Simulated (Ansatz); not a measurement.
The parent structure is Nb in the bcc (W type) structure (space group Im-3m, No. 229; a = 3.304 Å; relaxed with 0.1 eV smearing).

Level of theory: r2SCAN/PAW in Ansatz (a program for electronic structure), without spin-orbit coupling.

Before the change:

| Property | Value |
|---|---|
| Pressure | 0.0 GPa |

It is then changed as follows: an isotropic linear strain of −0.82 %; the atoms relax in the strained cell.

Question: How does this affect the energy relative to the base?

Answer: The energy goes up by 6.0 meV/atom.

Question: What happens to the pressure?

Answer: The pressure goes from zero to 4.5 GPa.

No phonon test of stability was made. The final runs are not spin-polarised.
